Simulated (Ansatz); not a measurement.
Results of PBEsol-D3(BJ) (Ansatz, a first-principles code, PAW) for bcc Eu.

Run with plane-wave cutoff 520 eV, 18×18×18 k mesh, Fermi–Dirac smearing 0.05 eV, spin-polarised with parallel moments, scalar-relativistic PAW data made under PBE.

Cell (relaxed at this level):

```xyz
1
Lattice="-2.0462 2.0462 2.0462 2.0462 -2.0462 2.0462 2.0462 2.0462 -2.0462" Properties=species:S:1:pos:R:3 pbc="T T T"
Eu     0.0000     0.0000     0.0000
```
Starting moments (μB, in the order of the record's atoms Eu): 7.0.

Task: Estimate the bulk modulus B0, magnetic moment per atom (the cell's total over its atoms) and pressure derivative B′ of the bulk modulus that the calculation returns.

Result: 
- bulk modulus B0 = 18.9 GPa
- magnetic moment per atom (the cell's total over its atoms) = 7.19 μB
- pressure derivative B′ of the bulk modulus = 3.2

The run finds no gap.

Measured, for comparison: bulk modulus 10.9 ± 0.6 GPa (room temperature, no zero-point or thermal correction, our sources range from 10.9 to 11.7; as tabulated in arXiv:1012.3782). Computed (rounded) less measured: bulk modulus +73 % (+62 % to +73 % over the range).

Note: the 4f shell is treated without U or exact exchange, so its levels and filling can be wrong; the collinear magnetic order is the start's and need not be the measured one.

Moments are spin moments.

Spin–orbit coupling is not included.

Static lattice: no zero-point or thermal effects.

Cost on a shared machine: around 6 core-minutes (rough).
